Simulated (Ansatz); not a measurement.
An Ansatz (a first-principles code) run: Pd with a change (biaxial strain −0.80 %, plane normal [110], relaxed out of plane); plane-wave PAW DFT at the PBEsol level (Ansatz, 420 eV), no spin-orbit coupling.

Input:

Ansatz 0.2 input:
```yaml
crystal:
  lattice:
    - [2.7186397488, 0, 0]
    - [0, 3.844737204, 0]
    - [1.3593198744, 1.922368602, 1.37576326]
  atoms:
    - { symbol: Pd, position: [0, 0, 0] }
basis: { ecutwfc: 420, ecutrho_ratio: 4, xc_grid: 2, fft_grid_basis: typed }
kpoints: { mp_grid: { grid: [21, 21, 21] } }
hamiltonian:
  xc: pbesol
  dispersion: none
  pseudopotentials: { kind: paw }
scf: { occupations: { method: fermi_dirac, width: 0.05 } }
relax: { f_tol: 0.005, max_steps: 50, cell: { stress_tol: 0.01, fix: [a, b, gamma] } }
output: { forces: true, stress: true }
checkpoint: { write: state.ck, write_every: 1000 }
```

Output (explanatory and most iteration lines left out):

```
Relaxation: its limit of steps is 50 (relax.max_steps)
Pseudopotential: Pd, paw, valence charge 18
Crystal: 1 atoms, lattice volume = 14.380 Å³
Basis set: ecut = 420 eV, 283 PW (Γ), exchange–correlation on 40×54×40 points (8 copies of the dense FFT grid, shifted against one another)
Bands: 13, of which v1, the nominal top of the filled ones, is band 9 counted from 1 (8 counted from 0)
Symmetry: 8 space group operations
Space group: Immm (ITA 71), of the structure as read, at distance tolerance 2.4e-5 Å
k-points: 1331 of 9261
Functional: x = pbesol(κ = 0.804, μ = 0.12345679012345678), c = pbesol(β = 0.046)
SCF iter   1: F=—  HF=-6906.658267 eV  |F-HF|=—  |Δ(HF+E_count)|=         —  Δρ=9.42e-3  dr2=1.04e-2  ethr=1.77e-3  ⟨swp⟩=5.4  Hψ=101364  notcnv=0
SCF iter   2: F=—  HF=-6906.655521 eV  |F-HF|=—  |Δ(HF+E_count)|=   2.75e-3  Δρ=2.44e-3  dr2=5.58e-4  ethr=5.81e-5  ⟨swp⟩=2.1  Hψ=32720  notcnv=0
SCF 1 converged in 6 iterations: F = -6906.655398 eV  dr2 = 3.38e-10
relax step   1: F+E_penalty+E_count = -6906.65539759 eV  Δ(F+E_penalty+E_count) = +0.000e0 eV  max|allowed force component| = 0.000e0 eV/Å  Δτ_max = 0.0000 Å  P = +2.567 GPa  Ω = 14.380 Å³  fix = [a, b, gamma]  reactions: a +3.398, b +2.783 GPa  (6 SCF iters, dr2 threshold 1.00e-7 eV, accepted)
[... steps on the carried basis left out ...]
relax step   3: F+E_penalty+E_count = -6906.65573969 eV  Δ(F+E_penalty+E_count) = -5.004e-6 eV  max|allowed force component| = 0.000e0 eV/Å  Δτ_max = 0.0000 Å  P = +1.437 GPa  Ω = 14.458 Å³  energy of the carried Pulay correction = -2.233e-5 eV  fix = [a, b, gamma]  reactions: a +2.603, b +1.712 GPa  (3 SCF iters, dr2 threshold 4.61e-8 eV, accepted)
Crystal: 1 atoms, lattice volume = 14.458 Å³
SCF iter   1: F=—  HF=-6906.655761 eV  |F-HF|=—  |Δ(HF+E_count)|=         —  Δρ=1.98e-5  dr2=2.34e-8  ethr=8.60e-9  ⟨swp⟩=2.8  Hψ=144673  notcnv=0
SCF iter   2: F=—  HF=-6906.655760 eV  |F-HF|=—  |Δ(HF+E_count)|=   1.18e-7  Δρ=1.05e-5  dr2=5.76e-9  ethr=1.30e-10  ⟨swp⟩=2.1  Hψ=25071  notcnv=0
SCF 4 converged in 6 iterations: F = -6906.655760 eV  dr2 = 5.30e-15
SCF converged after 6 iterations
Free energy (F): -6906.655760 eV
Internal energy: -6906.638184 eV  (E = F + TS)
E sigma→0 (E₀):  -6906.646972 eV
Entropy (-TS):   -0.017576 eV (-17.576 meV/atom)
Fermi energy:    20.209712 eV
--- Forces (eV/Å), atoms counted from 1 ---
  atom   1  Pd    -0.00000000     0.00000000     0.00000000
--- Stress (GPa, compression-positive) ---
        2.600989      -0.000000       0.000000
       -0.000000       1.708886       0.000000
        0.000000       0.000000      -0.007797
  P = ⅓ Tr σ = 1.4340 GPa (14.340 kbar)
--- Relaxed structure (3 steps of the walk, 3 accepted, 1 SCFs on fresh bases) ---
  cell:  # Å, volume = 14.4579 Å³
    - [2.7186397488, 0.0, -2.5837632537048367e-33]
    - [0.0, 3.844737204, 1.8269965176945324e-33]
    - [1.3593198744, 1.922368602, 1.3832015824094968]
  atoms:
    - { symbol: Pd, position: [0.0, 0.0, 0.0] }
```

Without a gap, meshes like the base's 21×21×21 leave anisotropic stresses uncertain by several tenths of a GPa, and small strain energies with them. No phonon test of stability was made. All final runs are without spin polarisation. The cell was made from Pd in the fcc (Cu type) structure (space group Fm-3m, No. 225) by this change: biaxial strain −0.80 %, plane normal [110], relaxed out of plane.
